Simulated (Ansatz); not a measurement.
Data:

End structure of Ag on the 1x1 (0001) surface of hcp Ti, one in a 2x2 cell, started at the site 'hollow Ti-Ti-Ti over Ti at depth 2.2 Å':

```xyz
17
Lattice="5.8773 0.0000 0.0000 -2.9386 5.0899 0.0000 0.0000 0.0000 26.0000" Properties=species:S:1:pos:R:3 pbc="T T T"
Ti     1.4693     0.8483     9.6168
Ti     0.0000     3.3932     9.6168
Ti     4.4080     0.8483     9.6168
Ti     2.9386     3.3932     9.6168
Ti     0.0000     1.6966    11.7793
Ti    -1.4693     4.2416    11.7793
Ti     2.9386     1.6966    11.7793
Ti     1.4693     4.2416    11.7793
Ti     1.4693     0.8483    14.1958
Ti     0.0302     3.4107    14.2164
Ti     4.4080     0.8135    14.2164
Ti     2.9085     3.4107    14.2164
Ti    -0.0170     1.7065    16.3787
Ti    -1.4693     4.2219    16.3787
Ti     2.9557     1.7065    16.3787
Ti     1.4693     4.2416    16.5057
Ag     1.4693     0.8483    18.5406
```

Slab: 17 atoms, 6.8 Å thick at the start under the adsorbate (thin: gaps and levels are the slab's own); k 6x6x1, smearing 0.1 eV, dipole-corrected; 8 atoms held, the rest relaxed; symmetry of the start imposed; no spin, no spin-orbit, no U, no dispersion correction. At the end it is bonded to 3 Ti. In PBE this state lies 0.04 eV over the lowest of the starts that converged ('hollow Ti-Ti-Ti').

A negative adsorption energy means that the adsorbate is more stable on the surface than in its reference.

### Question
Give the change of the work function at the level Ansatz (a program for electronic structure) with PBE.

### Answer
-0.53 eV

### Question
Estimate the adsorption energy against an atom of fcc Ag that PBE returns for this input.

### Answer
-0.35 eV

### Question
Predict the work function of the top face from PBE.

### Answer
3.86 eV

### Question
Estimate the change of the step from the bottom to the top vacuum level, against the clean slab that PBE returns for this input.

### Answer
-0.51 eV
